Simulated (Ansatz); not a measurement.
# Ge under a change: uniaxial strain ε_xx = +3.73 %

Take Ge (space group P6_3/mmc, No. 194; a = 4.005 Å, c = 13.141 Å; a cell from a computed database, its experimental status unchecked) as the base. Axes: x lies along a and z along c of the hexagonal cell.

The change: the cell is stretched by 3.73 % along x with no lateral relaxation; the atoms relax in the strained cell.

All numbers come from PBEsol, PAW, 420 eV (Ansatz, a program for electronic structure; no spin-orbit coupling), earlier PAW set. Settings: 10×10×3 k-points, 0.05 eV Fermi–Dirac smearing.

| quantity | base | changed | shift |
|---|---|---|---|
| volume per atom | 22.82 Å³ | 23.67 Å³ | +0.85 Å³ |
| space group | P6_3/mmc (No. 194) | Cmcm (No. 63) | – |
| shortest interatomic distance | 2.450 Å | 2.465 Å | +0.015 Å |
| energy relative to the base (free energy F) | 0 meV/atom | +12 meV/atom | +12 meV/atom |
| band gap | zero | zero | – |
| largest internal atomic displacement | – | 0.030 Å | – |
| stress (xx, yy, zz, yz, xz, xy; compression positive) (rough) | – | (-4.5, -1.3, -0.9, 0.0, 0.0, 0.0) GPa | – |

Cost of the whole job for the changed cell (relaxation, final SCF and bands): roughly 2.5 core-minutes.

A case with no gap was solved on a k-mesh chosen for an insulator, which is coarse for it. Without a gap, meshes like the base's 10×10×3 leave anisotropic stresses uncertain by several tenths of a GPa, and small strain energies with them. Stability against distortions was not tested. Gaps under 0.05 eV, about the width of the smearing, are given as zero. This is not the structure that Ge has at room temperature and ambient pressure. A zero or small gap of Ge can be the functional's error rather than a property of the material.
